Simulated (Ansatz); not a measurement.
# InAs, element substitutions

The parent structure is InAs in the zinc blende structure (space group F-43m, No. 216; a = 6.087 Å).

Each row replaces one element on all its sites; cell and atoms are relaxed.

Levels (all Ansatz, an electronic-structure program, PAW, earlier PAW set): PBEsol (420 eV, no SOC); r2SCAN (500 eV, without spin-orbit coupling); PBEsol+SOC (420 eV, noncollinear with spin-orbit coupling).

Band gaps by level, all at the geometries relaxed with PBEsol:

```
case     PBEsol   r2SCAN  PBEsol+SOC
-------  ------  -------  ----------
base       zero  0.14 eV        zero
As → Sb    zero  0.12 eV        zero
As → Rh    zero     zero        zero
```

Single points use the geometry relaxed with PBEsol. Differences between runs with and without spin-orbit coupling are approximate. With Sb present, leaving out spin-orbit coupling can change the band edges. No phonon test of stability was made. As relaxed here, InRh is a hypothetical phase, not in the database extracts checked. The runs without spin-orbit coupling are not spin-polarised. The zero or small gap of InSb and InAs can change with the level of theory.
